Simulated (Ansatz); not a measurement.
This Ansatz (an electronic-structure program) input is the reference run, Al$_{2}$O$_{3}$ in the corundum structure (space group R-3c, No. 167), computed with Ansatz, r2SCAN, PAW, cutoff 500 eV, no SOC, earlier PAW set:

Ansatz 0.2 input:
```yaml
crystal:
  lattice:
    - [2.3788690409, 1.3734406811, 4.3307617406]
    - [-2.3788690409, 1.3734406811, 4.3307617406]
    - [0, -2.7468813623, 4.3307617406]
  atoms:
    - { symbol: Al, position: [0.3518435769, 0.3518435769, 0.3518435769] }
    - { symbol: Al, position: [0.1481564231, 0.1481564231, 0.1481564231] }
    - { symbol: Al, position: [0.6481564231, 0.6481564231, 0.6481564231] }
    - { symbol: Al, position: [0.8518435769, 0.8518435769, 0.8518435769] }
    - { symbol: O, position: [0.5563244936, 0.9436755064, 0.25] }
    - { symbol: O, position: [0.25, 0.5563244936, 0.9436755064] }
    - { symbol: O, position: [0.9436755064, 0.25, 0.5563244936] }
    - { symbol: O, position: [0.4436755064, 0.0563244936, 0.75] }
    - { symbol: O, position: [0.75, 0.4436755064, 0.0563244936] }
    - { symbol: O, position: [0.0563244936, 0.75, 0.4436755064] }
basis: { ecutwfc: 500, ecutrho_ratio: 4, xc_grid: 4, fft_grid_basis: typed }
kpoints: { mp_grid: { grid: [8, 8, 8] } }
hamiltonian:
  xc: r2scan
  dispersion: none
  pseudopotentials: { azcp: { folder: ./paw }, kind: paw }
scf: { occupations: { method: fermi_dirac, width: 0.05 }, convergence: { dr2_threshold: 0.000000001 } }
output: { forces: true, stress: true }
checkpoint: { write: state.ck, write_every: 1000 }
```

Task: Write the input for this change: uniaxial stress, 2 GPa compression along z; all other stress components relax to zero.

Result: 
Ansatz 0.2 input:
```yaml
crystal:
  lattice:
    - [2.3788690409, 1.3734406811, 4.3307617406]
    - [-2.3788690409, 1.3734406811, 4.3307617406]
    - [0, -2.7468813623, 4.3307617406]
  atoms:
    - { symbol: Al, position: [0.3518435769, 0.3518435769, 0.3518435769] }
    - { symbol: Al, position: [0.1481564231, 0.1481564231, 0.1481564231] }
    - { symbol: Al, position: [0.6481564231, 0.6481564231, 0.6481564231] }
    - { symbol: Al, position: [0.8518435769, 0.8518435769, 0.8518435769] }
    - { symbol: O, position: [0.5563244936, 0.9436755064, 0.25] }
    - { symbol: O, position: [0.25, 0.5563244936, 0.9436755064] }
    - { symbol: O, position: [0.9436755064, 0.25, 0.5563244936] }
    - { symbol: O, position: [0.4436755064, 0.0563244936, 0.75] }
    - { symbol: O, position: [0.75, 0.4436755064, 0.0563244936] }
    - { symbol: O, position: [0.0563244936, 0.75, 0.4436755064] }
basis: { ecutwfc: 500, ecutrho_ratio: 4, xc_grid: 4, fft_grid_basis: typed }
kpoints: { mp_grid: { grid: [8, 8, 8] } }
hamiltonian:
  xc: r2scan
  dispersion: none
  pseudopotentials: { azcp: { folder: ./paw }, kind: paw }
scf: { occupations: { method: fermi_dirac, width: 0.05 } }
relax: { f_tol: 0.005, max_steps: 50, cell: { stress_tol: 0.01, sigma_target: [0, 0, 2, 0, 0, 0] } }
output: { forces: true, stress: true }
checkpoint: { write: state.ck, write_every: 1000 }
```
This is the input that was run.

Load acts through the strain it causes; cell and atoms are relaxed under it. sigma_target is in GPa, compression positive, in the order xx, yy, zz, yz, xz, xy. Stability under load was not tested beyond the relaxation.
